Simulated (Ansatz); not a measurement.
# Response to strain in InAs

Start from InAs in the zinc blende structure (space group F-43m, No. 216; a = 6.110 Å). Axes: x, y, z lie along the cube axes.

Strains are applied to the cell and any free atomic positions relax; under biaxial strain the out-of-plane vector relaxes too.

Computed with r2SCAN (Ansatz, a quantum-chemistry and plane-wave program; PAW; 500 eV plane waves; scalar-relativistic without spin-orbit coupling).

Notes on the quantities. energy relative to the base: free energy F.

| biaxial strain, plane normal [001], relaxed out of plane (%) | energy relative to the base (meV/atom) |
|---|---|
| -3 | 13.4 |
| -2.5 | 9.2 |
| -2 | ? |
| -1.5 | 3.2 |
| -1 | 1.4 |
| -0.5 | 0.3 |
| 0 | 0.0 |

Q: Fit ΔE = Aε² + Bε³ (ε in %) to the rows shown and predict the withheld row.

A: Least squares on the printed values gives A = 1.36 and B = -0.043 meV/atom (largest residual 0.0 meV/atom); this predicts 5.8 meV/atom, and the run gives 5.8 meV/atom, in agreement.

Stability against distortions was not tested.
